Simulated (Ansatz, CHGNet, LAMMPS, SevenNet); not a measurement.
## Elastic constant C44 of L1₂ (Cu3Au-type) Ni₃Al: levels of theory against measurement

Reference value: 123 GPa (measured, temperature not stated, no zero-point or thermal correction; as tabulated in The elastic constants of Ni3Al to 1.4 GPa).

Question: What do EAM NiAlH_jea.eam.alloy, CHGNet 0.3.0, CHGNet-r²SCAN, SevenNet-l3i5, PBE give, and how far is each from the reference?

Answer: 
```
level (code)                      value (GPa)  cell (Å³/atom)  difference (%)
--------------------------------  -----------  --------------  --------------
EAM NiAlH_jea.eam.alloy (LAMMPS)          124           11.35            +0.8
CHGNet 0.3.0                             58.5           11.26             -52
CHGNet-r²SCAN                            47.3           10.94             -62
SevenNet-l3i5                             108           11.25           -12.2
PBE (Ansatz)                              132           11.34            +7.3
```

Leaving aside EAM NiAlH_jea.eam.alloy (doubt noted below): The reference's temperature isn't stated, so close values are not ranked against it. Off by more than 25 %, or 35 % on the side where a correction would as a rule narrow the miss (bounds picked here): CHGNet-r²SCAN (-62 %), CHGNet 0.3.0 (-52 %).

The measured value isn't corrected to a static lattice, so vibrations enter the comparison. A static lattice is as a rule stiffer than a warm one, by over a tenth in soft solids. Spin-polarised runs: PBE (parallel moments). EAM NiAlH_jea.eam.alloy: the potential file covers more elements than this solid holds. Each level is taken at its own relaxed cell. Ansatz's density-functional and Hartree–Fock values are scalar-relativistic unless marked +SOC, with PAW data made under PBE.

Empirical potentials (EAM NiAlH_jea.eam.alloy) are fitted to chosen data: where that held the value shown, agreement is built in, and what lay outside the fit can be far off. Machine-learned potentials (CHGNet 0.3.0, CHGNet-r²SCAN, SevenNet-l3i5) are trained on DFT data: a solid inside that data is no test of them.

Differences are worked out from the printed values.

Ansatz is a quantum-chemistry and plane-wave program.
